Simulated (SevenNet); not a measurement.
# Cubic perovskite KZnF3

Calculation: the machine-learned potential SevenNet-0 (trained on PBE and PBE+U data).

Cell (relaxed at this level):

```yaml
crystal:
  lattice:
    - [4.12562, 0.00000, 0.00000]
    - [0.00000, 4.12562, 0.00000]
    - [0.00000, 0.00000, 4.12562]
  atoms:
    - { symbol: K, position: [0.00000, 0.00000, 0.00000] }
    - { symbol: Zn, position: [0.50000, 0.50000, 0.50000] }
    - { symbol: F, position: [0.50000, 0.00000, 0.50000] }
    - { symbol: F, position: [0.00000, 0.50000, 0.50000] }
    - { symbol: F, position: [0.50000, 0.50000, 0.00000] }
```

| Property | Result |
|---|---|
| equilibrium lattice constant a | 4.126 Å |
| volume per atom | 14.04 Å³/atom |

Measured, for comparison: lattice constant a 4.055 Å, equilibrium volume per atom 13.34 Å³/atom (room temperature, no zero-point or thermal correction; as tabulated in Dubrovin et al. (2021), arXiv:2110.13026). Computed (rounded) less measured: lattice constant a +1.8 %, equilibrium volume per atom +5.2 %.

A machine-learned potential is trained on density-functional data: it inherits that level's misses and adds fitting errors of its own.

Note: this model's volume lies 6 % above that of the starting cell (a measured, published or database cell).
